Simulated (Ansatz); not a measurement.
# Defect calculation: H_O in rock-salt CaO

Level of theory: PBE, PAW (plane waves to 420 eV; Ansatz, a program for electronic structure). The supercell holds 64 host sites (2×2×2 repeats of the unit cell), with a 2×2×2 shifted k-point sampling for the final energies. Site at the start: the O site. Finite-size correction: monopole term and site-potential alignment. Dielectric constants: PBE linear response of the host. Host gap at this level: 3.66 eV. Finite-size and sampling errors can reach tenths of an eV here. The semilocal functional narrows the gap, so deep levels can fall outside it. Spin–orbit coupling is left out. Each state is the lowest found from its start.

Formation energies E_f are given with the Fermi level at the valence-band maximum. Chemical conditions: O-rich (Δμ(O) = 0.00 eV, Δμ(H) = -1.25 eV, bounded by H2O molecule; only phases computed here count, gases as isolated molecules at 0 K). Reference phases: H: H2 molecule in a box, O: O2 molecule in a box.

```tsv
charge	moment (μB)	point group	largest move off a lattice site (Å)	image correction with alignment (eV)	E_f, O-rich (eV)
+1	not spin-polarised	Oh	0.10	0.05	3.63
0*	fractional	–	0.10	–	–
−1*	not spin-polarised	–	0.09	–	–
```

* At this level the carrier isn't localised at the defect: at charge 0 electrons occupy the conduction band; at charge −1 electrons occupy the conduction band. Such a state is shallow or no state of the defect, and this cell gives it no level.

Point groups are those of the whole cell at tolerances of 0.03 and 0.1 Å ("near" where only the looser one holds); none is given for unsettled states.

All states together cost around 40 core-minutes (rough).
